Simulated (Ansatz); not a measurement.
# Convergence study of the plane-wave cutoff for Hf2CoP (Pm, 8 atoms in the cell)

```xyz
8
Lattice="5.1272 0.0000 0.0000 0.0000 3.5468 0.0000 -2.4234 0.0000 6.9081" Properties=species:S:1:pos:R:3 pbc="T T T"
Hf     2.5946     0.8867     3.9429
Hf     0.1092     2.6601     3.0153
Hf     1.3202     0.8867     0.5645
Hf     1.3836     2.6601     6.3436
Co     0.1224     0.8867     4.9095
Co     2.5815     2.6601     1.9986
P      3.9067     0.8867     1.4580
P     -1.2029     2.6601     5.4501
```

Method: PBEsol, default PAW files made with PBE (plane waves; Ansatz, a first-principles code).

Base settings: basis.ecutwfc = 420 eV; kpoints.mp_grid.grid = 3 5 2; hamiltonian.xc = pbesol; hamiltonian.pseudopotentials = {kind: paw} (the program's default PAW files); scf.occupations.method = gaussian; scf.occupations.width = 0.1 eV.

The second cell is the first with its lattice scaled by 0.98.

The mesh stays at the base's, so the ladder's end is converged at best in this setting alone.

The first pressure column holds Ansatz's estimate of the finite-basis (Pulay) stress, which hides part of the cutoff error; the other is without it.

Only quantities that move along the ladder and can be compared are tabulated.

The count of work is k-points × plane waves × bands × iterations; it is no time. 

The starting cell comes from a database of computed structures (which also holds hypothetical and non-ambient phases and stackings), without a prior relaxation at this level. Its lattice was rescaled by up to half a per cent. One atom was moved a little off its site on purpose. Spin polarisation is off, so a magnetic state, if there is one, cannot be reached. Without a gap this mesh is coarse (it stands for a supercell whose shortest vector is 15 Å).

```csv
basis.ecutwfc,free energy less the last step's (meV/atom),energy of the compressed cell less the first (meV/atom),pressure (GPa),pressure without the Pulay estimate (GPa),largest difference of a force vector from the last step's (eV/Å),count of work / last
145 eV,52566.53,442.76,-4.69,-1813.02,2.652,0.072
170 eV,22534.95,210.81,-0.09,-871.06,1.176,0.086
190 eV,11639.64,24.32,-5.90,-495.36,0.463,0.097
210 eV,6094.06,40.58,-2.79,-287.78,0.528,0.10
230 eV,3160.72,11.05,-0.18,-167.97,0.226,0.12
250 eV,1569.81,32.34,1.36,-95.42,0.173,0.14
295 eV,268.28,39.51,1.08,-22.07,0.057,0.16
335 eV,42.85,37.39,0.60,-4.22,0.034,0.19
380 eV,5.06,36.96,0.36,-0.15,0.003,0.20
420 eV,1.91,36.71,0.33,0.25,0.001,0.27
460 eV,1.21,36.68,0.32,0.28,0.001,0.30
505 eV,0.79,36.67,0.32,0.30,0.000,0.39
565 eV,0.54,36.66,0.32,0.31,0.000,0.46
630 eV,0.38,36.65,0.32,0.31,0.000,0.49
735 eV,0.22,36.64,0.31,0.31,0.000,0.62
840 eV,0.14,36.63,0.31,0.31,0.000,0.85
1010 eV,0.00,36.61,0.31,0.30,0.000,1.0
```

Coarsest basis.ecutwfc that holds the pressure within 0.2 GPa of the last step, with all finer ones: 380 eV, at 0.20 of the last step's count of work; the step before is off by 0.29 GPa.

Coarsest basis.ecutwfc that holds the forces within 0.01 eV/Å of the last step, with all finer ones: 380 eV, at 0.20 of the last step's count of work; the step before is off by 0.034 eV/Å.

State of the free energy at the end of the ladder: still drifting one way, by 0.22 meV/atom over the last two steps, so the last step is no safe reference.

The energy difference between the two cells stays within 1 meV/atom of the last step's from 335 eV on, the total only from 505 eV on: much of the error is common to both cells and cancels.

At the lowest cutoff the pressure without the Pulay estimate lies 1810 GPa under the last step's, the usual sign of Pulay stress in an incomplete plane-wave basis.

Keys are those of Ansatz 0.2.
